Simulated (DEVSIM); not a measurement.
Device: abrupt Si n-p junction, at 300 K.

```csv
layer (left to right),material,thickness (μm),Nd (cm⁻³),Na (cm⁻³),τn (s),τp (s)
1,Si,10.0,4.3e18,-,8.3e-5,8.3e-5
2,Si,60.0,-,6.8e16,8.3e-5,8.3e-5
```

Left contact: ohmic. Right contact: ohmic. Voltage is applied to the left contact. Recombination: SRH at mid-gap. Mobility is μmin + (μ − μmin)/(1 + (N/Nref)^α).

The device is made up for the run: typed textbook-type constants, with dimensions and the other settings drawn at random. Values at 300 K.

```csv
parameter,Si
gap (eV),1.124
affinity (eV),4.05
permittivity,11.7
Nc (cm⁻³),2.86e19
Nv (cm⁻³),3.1e19
μn (cm²/Vs),1417
μp (cm²/Vs),470
"μn,min",52
"μp,min",45
"Nref,n",9.7e16
"Nref,p",2.2e17
αn,0.68
αp,0.72
```

DEVSIM, 1D drift-diffusion, Boltzmann statistics, complete ionisation; no tunnelling, impact ionisation, image-force lowering or self-heating.

**Question.** Tabulate band edges, carrier densities and field at -0.9 V on the left contact.

**Answer.** Energies count from the Fermi level of the right contact; mesh points crowd at the junctions.

```json
[
 {"x (μm)": "0.000", "Ec (eV)": "0.949", "Ev (eV)": "-0.175", "n (cm⁻³)": "4.3e18", "p (cm⁻³)": "< 1e2", "field (V/cm)": "≈ 0"},
 {"x (μm)": "0.04811", "Ec (eV)": "0.949", "Ev (eV)": "-0.175", "n (cm⁻³)": "4.3e18", "p (cm⁻³)": "1.3e14", "field (V/cm)": "≈ 0"},
 {"x (μm)": "0.1836", "Ec (eV)": "0.949", "Ev (eV)": "-0.175", "n (cm⁻³)": "4.3e18", "p (cm⁻³)": "4.9e14", "field (V/cm)": "≈ 0"},
 {"x (μm)": "0.5978", "Ec (eV)": "0.949", "Ev (eV)": "-0.175", "n (cm⁻³)": "4.3e18", "p (cm⁻³)": "1.6e15", "field (V/cm)": "≈ 0"},
 {"x (μm)": "2.660", "Ec (eV)": "0.948", "Ev (eV)": "-0.176", "n (cm⁻³)": "4.3e18", "p (cm⁻³)": "6.9e15", "field (V/cm)": "≈ 0"},
 {"x (μm)": "6.677", "Ec (eV)": "0.947", "Ev (eV)": "-0.177", "n (cm⁻³)": "4.3e18", "p (cm⁻³)": "1.7e16", "field (V/cm)": "≈ 0"},
 {"x (μm)": "8.906", "Ec (eV)": "0.946", "Ev (eV)": "-0.178", "n (cm⁻³)": "4.3e18", "p (cm⁻³)": "2.2e16", "field (V/cm)": "≈ 0"},
 {"x (μm)": "9.765", "Ec (eV)": "0.946", "Ev (eV)": "-0.178", "n (cm⁻³)": "4.3e18", "p (cm⁻³)": "2.4e16", "field (V/cm)": "≈ 0"},
 {"x (μm)": "9.934", "Ec (eV)": "0.946", "Ev (eV)": "-0.178", "n (cm⁻³)": "4.3e18", "p (cm⁻³)": "2.5e16", "field (V/cm)": "≈ 0"},
 {"x (μm)": "9.994", "Ec (eV)": "0.947", "Ev (eV)": "-0.177", "n (cm⁻³)": "4.1e18", "p (cm⁻³)": "2.6e16", "field (V/cm)": "7500"},
 {"x (μm)": "10.03", "Ec (eV)": "1.015", "Ev (eV)": "-0.109", "n (cm⁻³)": "3.0e17", "p (cm⁻³)": "3.6e17", "field (V/cm)": "130"},
 {"x (μm)": "10.21", "Ec (eV)": "1.015", "Ev (eV)": "-0.109", "n (cm⁻³)": "3.0e17", "p (cm⁻³)": "3.6e17", "field (V/cm)": "≈ 0"},
 {"x (μm)": "10.69", "Ec (eV)": "1.015", "Ev (eV)": "-0.109", "n (cm⁻³)": "2.9e17", "p (cm⁻³)": "3.6e17", "field (V/cm)": "≈ 0"},
 {"x (μm)": "12.11", "Ec (eV)": "1.014", "Ev (eV)": "-0.109", "n (cm⁻³)": "2.9e17", "p (cm⁻³)": "3.6e17", "field (V/cm)": "≈ 0"},
 {"x (μm)": "18.87", "Ec (eV)": "1.012", "Ev (eV)": "-0.112", "n (cm⁻³)": "2.6e17", "p (cm⁻³)": "3.3e17", "field (V/cm)": "≈ 0"},
 {"x (μm)": "36.73", "Ec (eV)": "1.003", "Ev (eV)": "-0.121", "n (cm⁻³)": "1.8e17", "p (cm⁻³)": "2.5e17", "field (V/cm)": "≈ 0"},
 {"x (μm)": "58.74", "Ec (eV)": "0.986", "Ev (eV)": "-0.138", "n (cm⁻³)": "7.0e16", "p (cm⁻³)": "1.4e17", "field (V/cm)": "-11"},
 {"x (μm)": "66.12", "Ec (eV)": "0.976", "Ev (eV)": "-0.148", "n (cm⁻³)": "2.8e16", "p (cm⁻³)": "9.6e16", "field (V/cm)": "-19"},
 {"x (μm)": "69.12", "Ec (eV)": "0.969", "Ev (eV)": "-0.155", "n (cm⁻³)": "7.0e15", "p (cm⁻³)": "7.5e16", "field (V/cm)": "-29"},
 {"x (μm)": "69.72", "Ec (eV)": "0.967", "Ev (eV)": "-0.157", "n (cm⁻³)": "2.3e15", "p (cm⁻³)": "7.0e16", "field (V/cm)": "-33"},
 {"x (μm)": "69.92", "Ec (eV)": "0.966", "Ev (eV)": "-0.158", "n (cm⁻³)": "6.7e14", "p (cm⁻³)": "6.9e16", "field (V/cm)": "-34"},
 {"x (μm)": "70.00", "Ec (eV)": "0.966", "Ev (eV)": "-0.158", "n (cm⁻³)": "1700", "p (cm⁻³)": "6.8e16", "field (V/cm)": "-35"}
]
```
